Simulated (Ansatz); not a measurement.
Start from PtTe₂ (space group P-3m1, No. 164; layered; relaxed with 0.1 eV smearing).

```cif
data_PtTe2
_chemical_formula_sum 'Te2 Pt1'
_space_group_name_H-M_alt 'P 1'
_space_group_IT_number 1
_cell_length_a 4.05264
_cell_length_b 4.05264
_cell_length_c 5.09694
_cell_angle_alpha 90.000
_cell_angle_beta 90.000
_cell_angle_gamma 120.000
loop_
_space_group_symop_operation_xyz
  'x, y, z'
loop_
_atom_site_label
_atom_site_type_symbol
_atom_site_fract_x
_atom_site_fract_y
_atom_site_fract_z
_atom_site_occupancy
Te1 Te 0.33333 0.66667 0.26692 1
Te2 Te 0.66667 0.33333 0.73308 1
Pt1 Pt 0.00000 0.00000 0.00000 1
```

All numbers come from plane-wave PAW DFT at the PBE-D3(BJ) level (Ansatz, a quantum-chemistry and plane-wave program, 420 eV), no SOC.

Modification: every lattice vector is stretched by 1.00 %, atoms relaxed at fixed cell.

### Question
What does the calculation give for the largest internal atomic displacement and energy relative to the base after the change?

### Answer
The largest internal atomic displacement comes out as 0.024 Å; the energy grows by 5.0 meV/atom.

The cells carry an imposed strain or load. Whether these cells are dynamically stable was not tested. All final runs are without spin polarisation.
